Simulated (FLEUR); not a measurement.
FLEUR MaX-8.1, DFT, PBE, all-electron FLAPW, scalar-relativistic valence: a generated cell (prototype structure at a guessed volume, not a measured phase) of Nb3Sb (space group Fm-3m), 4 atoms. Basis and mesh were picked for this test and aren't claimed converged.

* **cell**: 4.97, 4.97, 4.97 Å; 60, 60, 60°
* **task**: ground state
* **k mesh**: 7×7×7
* **jspins**: 1
* **itmax**: 100
* **minDistance**: 0.0001 me/bohr^3
* **fermiSmearingEnergy**: 0.001 Hartree
* **k-points after symmetry**: 20
* **basis functions**: 477
* **bands**: 42
* **symmetry operations**: 48
* **Kmax (1/bohr)**: 3.6

One run each.

All on 4 ranks. Base settings, kept where nothing else is said: imix = Anderson (default), alpha = 0.05 (default), maxIterBroyd = 15 (default), precondParam = 0 (default). The settings tried:
- imix = pPulay
- precondParam = 0.3
- alpha = 0.3
- imix = aPulay
- the base settings
- maxIterBroyd = 6
- alpha = 0.02
- maxIterBroyd = 99
- imix = straight, alpha = 0.2
- imix = Pulay
- alpha = 0.1
- maxIterBroyd = 30
- alpha = 0.2
- maxIterBroyd = 3
- alpha = 0.5
- precondParam = 0.7
- precondParam = 1.5
- alpha = 0.01
- precondParam = 0.5
- precondParam = 1.0
- imix = rPulay

**Question.** Name the extremes by iterations: fewest, most, and any that don't converge.

**Answer.** Fewest iterations, with those close behind: alpha = 0.5 (11); alpha = 0.3 (12); alpha = 0.2 (13). Most among those that reach the base run's result: imix = straight, alpha = 0.2 (52); imix = pPulay (49). All converged.

```tsv
setting	iterations	end
alpha = 0.5	11	converged
alpha = 0.3	12	converged
alpha = 0.2	13	converged
alpha = 0.1	15	converged
imix = Pulay	17	converged
maxIterBroyd = 30	17	converged
maxIterBroyd = 99	17	converged
precondParam = 0.7	17	converged
precondParam = 1.0	17	converged
imix = rPulay	18	converged
precondParam = 0.5	18	converged
the base settings	19	converged
precondParam = 0.3	19	converged
precondParam = 1.5	20	converged
alpha = 0.02	21	converged
alpha = 0.01	23	converged
maxIterBroyd = 6	23	converged
imix = aPulay	26	converged
maxIterBroyd = 3	31	converged
imix = pPulay	49	converged
imix = straight, alpha = 0.2	52	converged
```
